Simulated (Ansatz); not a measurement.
Band structure of BaGaSi (P-6m2, 3 atoms in the cell).

```xyz
3
Lattice="4.2836 0.0000 0.0000 -2.1418 3.7097 0.0000 0.0000 0.0000 5.2381" Properties=species:S:1:pos:R:3 pbc="T T T"
Ba     0.0000     0.0000     0.0000
Ga     0.0000     2.4731     2.6191
Si     2.1418     1.2366     2.6191
```

Method of the run: PBEsol, PAW files made with PBE (plane waves; Ansatz, a program for electronic structure).

Settings: kpoints.mp_grid.grid = 7 7 5; hamiltonian.xc = pbesol; hamiltonian.pseudopotentials = {kind: paw} (the program's default PAW files); scf.occupations.method = fermi_dirac; scf.occupations.width = 0.1 eV; kpoints.band_path.npoints = 8.

The starting cell comes from a database of computed structures (which also holds hypothetical and non-ambient phases and stackings), without a prior relaxation at this level. Its lattice was rescaled by a random factor within 2.5 % of one.

Levels in eV from the Fermi level, bands 11 to 17:
```csv
point,11,12,13,14,15,16,17
Γ,-1.58,-0.98,-0.98,-0.32,-0.09,2.87,2.87
M,-6.40,-1.94,-1.79,-0.51,1.21,2.02,2.93
K,-6.41,-3.89,-1.19,-0.58,2.08,2.15,3.63
A,-3.55,-0.70,-0.70,0.20,1.61,1.61,1.90
L,-5.94,-2.36,-1.37,-0.60,0.95,3.12,3.79
H,-6.72,-3.09,-0.94,-0.27,2.98,3.76,3.83
```

Bands cross the Fermi level along this path, so the cell is metallic at this level.

Keys are those of Ansatz 0.2.
